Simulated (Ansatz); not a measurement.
Mg on the 1x1 (110) surface of bcc Mo, one in a 2x1 cell, energies for each (14.1 Å²). Energies are against an atom of hcp Mg, without zero-point or thermal terms; each row is named by its start.

All values below come from PBE (plane waves to 420 eV, PAW; Ansatz, a first-principles code).

Model: 9-atom slab, 6.5 Å thick at the start under the adsorbate (thin: gaps and levels are the slab's own), 6x12x1 mesh, Fermi-Dirac 0.1 eV, dipole correction, 4 atoms held, the rest relaxed; each run with such symmetry as its start has; no spin, no spin-orbit, no U, no dispersion correction.

A negative adsorption energy means that the adsorbate is more stable on the surface than in its reference. Starts that drift may end in the same place. Heights count from the host atoms within 0.3 Å of the top one.

```csv
starting site,E_ads (eV),height (Å),nearest host atom (Å),bonded to,Δ work function (eV),lateral drift (Å)
top Mo,?,2.73,Mo 2.77,Mo,-0.79,0.0
hollow Mo-Mo-Mo,-0.31,2.33,Mo 2.84,4 Mo,-1.04,0.6
bridge Mo-Mo (span 2.7 Å),-0.21,2.42,Mo 2.82,2 Mo,-1.07,0.0
bridge Mo-Mo (span 3.2 Å),-0.31,2.33,Mo 2.84,4 Mo,-1.04,0.0
```

**Question.** What belongs in the gaps?

**Answer.** 
- top Mo, E_ads (eV): 0.18
